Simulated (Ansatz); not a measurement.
**BaHfO3: response to strain**

The parent structure is BaHfO3 in the cubic perovskite structure (space group Pm-3m, No. 221).

```cif
data_BaHfO3
_chemical_formula_sum 'Ba1 Hf1 O3'
_space_group_name_H-M_alt 'Pm-3m'
_space_group_IT_number 221
_space_group_name_Hall '-P 4 2 3'
_cell_length_a 4.20624
_cell_length_b 4.20624
_cell_length_c 4.20624
_cell_angle_alpha 90.000
_cell_angle_beta 90.000
_cell_angle_gamma 90.000
loop_
_atom_site_label
_atom_site_type_symbol
_atom_site_symmetry_multiplicity
_atom_site_Wyckoff_symbol
_atom_site_fract_x
_atom_site_fract_y
_atom_site_fract_z
_atom_site_occupancy
Ba1 Ba 1 a 0.00000 0.00000 0.00000 1
Hf1 Hf 1 b 0.50000 0.50000 0.50000 1
O1 O 3 c 0.00000 0.50000 0.50000 1
```

Strains are applied to the cell and any free atomic positions relax.

Method: Ansatz (a quantum-chemistry and plane-wave program), PBE, PAW, cutoff 420 eV, no SOC.

Notes on the quantities. electron mass: degenerate bands, along [100].

```json
[
 {"variant": "base", "pressure": "-0.01 GPa", "electron mass": "0.35, 0.35, 2.3 mₑ (at Γ)", "gap character": "indirect, R → Γ", "band gap": "3.62 eV"},
 {"variant": "isotropic strain −3.00 %", "pressure": "17.34 GPa", "electron mass": "0.32, 0.32, 2.2 mₑ (at Γ)", "gap character": "…", "band gap": "3.79 eV"},
 {"variant": "isotropic strain −2.40 %", "pressure": "…", "electron mass": "0.33, 0.33, 2.2 mₑ (at Γ)", "gap character": "indirect, R → Γ", "band gap": "3.77 eV"},
 {"variant": "isotropic strain −1.80 %", "pressure": "…", "electron mass": "0.33, 0.33, 2.2 mₑ (at Γ)", "gap character": "indirect, R → Γ", "band gap": "…"},
 {"variant": "isotropic strain −1.20 %", "pressure": "6.08 GPa", "electron mass": "0.34, 0.34, 2.3 mₑ (at Γ)", "gap character": "indirect, R → Γ", "band gap": "3.70 eV"}
]
```

Task: What belongs in the blanks?

Result: 
- isotropic strain −3.00 %, gap character: direct at Γ
- isotropic strain −2.40 %, pressure: 13.27 GPa
- isotropic strain −1.80 %, pressure: 9.53 GPa
- isotropic strain −1.80 %, band gap: 3.73 eV

With Hf present, leaving out spin-orbit coupling can change the band edges. Masses are band curvatures over ±0.01 Å⁻¹ around the edge. No phonon test of stability was made.
